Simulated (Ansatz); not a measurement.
**Zr on a Zn site (middle of the slab) in a 2x2 cell of the 1x1 (10-10) surface of wurtzite ZnO (cut with top plane O + Zn)**

Host crystal: wurtzite ZnO, with a band gap (PBE, scalar-relativistic without spin-orbit coupling).

Computed with PBE (plane waves to 420 eV, PAW; Ansatz, a first-principles code).

Set-up: 64 atoms, 9.4 Å thick at the start (thin: gaps and levels are the slab's own); mesh 3x2x1; 0.01 eV smearing; dipole correction on; 12 atoms held, the rest relaxed; start symmetry kept, larger cells not searched; spin-polarised, no spin-orbit, no U. The starting moment vanished.

| Item | Result |
|---|---|
| formation energy against hcp Zn, hcp Zr | -63.7 kcal/mol |
| change of the step from the bottom to the top vacuum level, against the clean slab | 0.089 eV |
| energy released by relaxation | 0.91 eV |
| magnetic moment of the cell | 0.00 μB |
| largest move of a host atom | 0.27 Å |
